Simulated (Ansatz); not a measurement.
System: TaTlO3 (Pm-3m, No. 221, 5 atoms in the cell; start mp-861873). Method: PBEsol+SOC (PAW; Ansatz, an electronic-structure program).

Numerical settings: plane-wave cutoff 520 eV, 8×8×8 k mesh, Fermi–Dirac smearing 0.01 eV, PAW data made under PBE.

Cell (relaxed with PBEsol):

```
CELL_PARAMETERS angstrom
      4.03359     0.00000     0.00000
      0.00000     4.03359     0.00000
      0.00000     0.00000     4.03359
ATOMIC_POSITIONS crystal
  Ta 0.50000 0.50000 0.50000
  Tl 0.00000 0.00000 0.00000
  O  0.50000 0.50000 0.00000
  O  0.00000 0.50000 0.50000
  O  0.50000 0.00000 0.50000
```

**Question.** What does this level give for the band gap, smallest direct gap on the k points sampled and Γ–Γ gap?

**Answer.** 
- band gap: 0.48 eV (indirect)
- smallest direct gap on the k points sampled: 0.59 eV
- Γ–Γ gap: 2.81 eV

Note: cell and atoms aren't relaxed at this level (pressure -0.3 GPa).

The computed numbers hold no vibrational or temperature effects.

A start named mp-… is a Materials Project structure, which need not be a measured phase.
